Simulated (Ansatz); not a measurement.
Consider a periodic stack without vacuum, tetragonal WSi2 (0 0 1) on antifluorite Mg2Si (0 0 1) (film strained to the substrate, started from cuts of the bulks and a machine-learned relaxation; slabs Mg10Si6 and W6Si16, which can lie off the formulas): substrate slab Mg10Si6, film W6Si16, surface cells [[1, 0], [1, 1]] and [[-1, 1], [-1, -1]], film strained by -1.5 and -1.5 %, outermost planes Si/Si and Si/Si as cut, which need not be the usual terminations and can put a slab off its formula. Its start:

```yaml
crystal:
  lattice:
    - [4.49948, 0.00000, -0.00415]
    - [0.00000, 4.49948, 0.01035]
    - [-0.78375, -1.05049, 32.21165]
  atoms:
    - { symbol: Mg, position: [0.50883, 0.04805, 0.07511] }
    - { symbol: Mg, position: [0.01067, 0.54683, 0.07720] }
    - { symbol: Mg, position: [0.54329, 0.07161, 0.27460] }
    - { symbol: Mg, position: [0.04413, 0.57086, 0.27540] }
    - { symbol: Mg, position: [0.02989, 0.56056, 0.17612] }
    - { symbol: Mg, position: [0.52890, 0.05708, 0.17489] }
    - { symbol: Mg, position: [0.61109, 0.13811, 0.47268] }
    - { symbol: Mg, position: [0.09719, 0.65552, 0.47264] }
    - { symbol: Mg, position: [0.05668, 0.58685, 0.37451] }
    - { symbol: Mg, position: [0.55544, 0.08947, 0.37414] }
    - { symbol: Si, position: [0.01822, 0.05532, 0.12746] }
    - { symbol: Si, position: [0.50431, 0.54064, 0.03079] }
    - { symbol: Si, position: [0.05125, 0.08177, 0.32417] }
    - { symbol: Si, position: [0.53698, 0.56638, 0.22597] }
    - { symbol: Si, position: [0.13229, 0.18100, 0.52405] }
    - { symbol: Si, position: [0.57814, 0.61555, 0.42210] }
    - { symbol: W, position: [0.70101, 0.77344, 0.76584] }
    - { symbol: W, position: [0.21358, 0.25381, 0.76672] }
    - { symbol: Si, position: [0.64448, 0.23681, 0.55843] }
    - { symbol: Si, position: [0.19123, 0.69509, 0.55840] }
    - { symbol: Si, position: [0.69711, 0.74285, 0.59551] }
    - { symbol: Si, position: [0.15867, 0.20955, 0.60327] }
    - { symbol: W, position: [0.66959, 0.24367, 0.64108] }
    - { symbol: W, position: [0.19496, 0.72120, 0.64095] }
    - { symbol: Si, position: [0.70198, 0.75485, 0.68136] }
    - { symbol: Si, position: [0.17888, 0.22690, 0.68475] }
    - { symbol: Si, position: [0.70237, 0.26693, 0.72455] }
    - { symbol: Si, position: [0.19326, 0.74361, 0.72452] }
    - { symbol: Si, position: [0.72600, 0.28953, 0.80799] }
    - { symbol: Si, position: [0.20467, 0.75984, 0.80801] }
    - { symbol: Si, position: [0.69756, 0.81222, 0.84975] }
    - { symbol: Si, position: [0.25004, 0.25477, 0.84983] }
    - { symbol: W, position: [0.75461, 0.31688, 0.89133] }
    - { symbol: W, position: [0.20899, 0.76661, 0.89163] }
    - { symbol: Si, position: [0.70375, 0.83677, 0.93324] }
    - { symbol: Si, position: [0.27098, 0.26712, 0.93223] }
    - { symbol: Si, position: [0.79720, 0.37402, 0.97528] }
    - { symbol: Si, position: [0.20893, 0.73692, 0.97626] }
```

The start was prepared with a machine-learned potential, and the result is one local minimum, with the in-plane cell held and forces under 0.04 eV/Å; the film can end far from its bulk form.

Calculation: PBE (plane waves to 420 eV, PAW; Ansatz, an electronic-structure program). Scalar-relativistic, without spin–orbit coupling; the runs are not spin-polarised. Its k-point mesh 7×7×1, Fermi–Dirac width 0.05 eV.

Q: Predict the relaxed interface.

A: The interface area is 20.2 Å² and the period comes out as 31.57 Å. The heights between the nearest atoms of the two slabs at the two interfaces comes out as 1.01 and 1.44 Å and the Si–Si contacts across the interfaces within 1.22 times the sum of covalent radii is 7, mean 2.43 Å. The Mg–Si contacts across the interfaces within 1.22 times the sum of covalent radii comes out as 2, mean 2.75 Å.
